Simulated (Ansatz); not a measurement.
Take Mg2Sn (space group Fm-3m, No. 225; a = 6.664 Å; relaxed with 0.1 eV smearing) as the base.

The values are results of Ansatz (a program for electronic structure), LDA, PAW, cutoff 420 eV, without spin-orbit coupling, not measurements.

Strains are applied to the cell and any free atomic positions relax.

One change was made to it. Results:

The pressure goes from zero to 0.7 GPa; the energy goes up by 0.8 meV/atom.

### Question
Name the change that was made.
(A) isotropic strain −0.50 %
(B) isotropic strain +0.50 %
(C) isotropic strain +3.00 %
(D) isotropic strain +2.00 %
(E) isotropic strain −1.50 %

### Answer
A, isotropic strain −0.50 %. For comparison, the pressure in the other runs: isotropic strain −1.50 % gives 2.3 GPa; isotropic strain +0.50 % gives -0.7 GPa; isotropic strain +3.00 % gives -3.4 GPa; isotropic strain +2.00 % gives -2.4 GPa.

Whether these cells are dynamically stable was not tested.
